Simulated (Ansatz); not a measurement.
Base system: Cu in the fcc (Cu type) structure (space group Fm-3m, No. 225; a = 3.563 Å; relaxed with 0.1 eV smearing). Axes: x, y, z lie along the cube axes.

The values are results of PBEsol/PAW in Ansatz (an electronic-structure program), spin-orbit coupling left out, earlier PAW set, not measurements.

Before the change:

| Item | Result |
|---|---|
| Pressure | 0.0 GPa |

It is then changed as follows: uniaxial strain ε_zz = −4.66 %, all other strain components held at zero; the atoms relax in the strained cell.

Estimate the effect on the pressure.

The pressure (mean of the normal stresses, compression positive) goes from zero to 9.1 GPa.

Whether these cells are dynamically stable was not tested. The final runs are not spin-polarised.
